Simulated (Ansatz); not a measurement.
**Effective masses and thermopower of ZnSe (F-43m)**

Consider the following.

```xyz
2
Lattice="0.0000 2.8167 2.8167 2.8167 0.0000 2.8167 2.8167 2.8167 0.0000" Properties=species:S:1:pos:R:3 pbc="T T T"
Zn     0.0000     0.0000     0.0000
Se     4.2251     4.2251     4.2251
```

Calculation: r2SCAN, rigid bands (plane waves, PAW, scalar-relativistic; Ansatz, a quantum-chemistry and plane-wave program). Condition of this run: functional r2SCAN on the same cell. Geometry: cell and atoms relaxed with PBEsol.

- band gap = 1.94 eV
- electron conductivity mass (300 K, dilute) = 0.136 mₑ
- effective density of states N_c (300 K) = 1.2e18 cm⁻³
- density-of-states mass, electrons = 0.133 mₑ
- Seebeck coefficient, n-type 1e19 cm⁻³, 300 K = -83 μV/K

Rigid bands; masses and Seebeck coefficients take one relaxation time τ for all states and one kind of carrier; polarons and phonon drag are left out. Spin-orbit coupling is left out. Geometry: cell and atoms relaxed with PBEsol.
